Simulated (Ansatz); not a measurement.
Zr2N2O (C2/m, No. 12; start mp-755368): smallest direct gap on the k points sampled by level of theory

No measured value is used here.

```tsv
level (code)	value (eV)
LDA (Ansatz)	1.97
PBEsol+SOC (Ansatz)	2.00
HSE06 (Ansatz)	3.15
PBE0 (Ansatz)	?
```

**Question.** Fill in the missing entries.

**Answer.** 
- PBE0 (Ansatz, a first-principles code), value (eV): 3.88

Computed values are for a static lattice. Spin–orbit coupling is included only where a level's name says +SOC; with heavier elements it mostly lowers gaps and can invert bands.  Values are at the PBEsol cell. Cutoffs and k meshes differ between the levels. Ansatz's density-functional and Hartree–Fock values are scalar-relativistic unless marked +SOC, with PAW data made under PBE.

A start named mp-… is a Materials Project structure, which can be a computed phase never made.
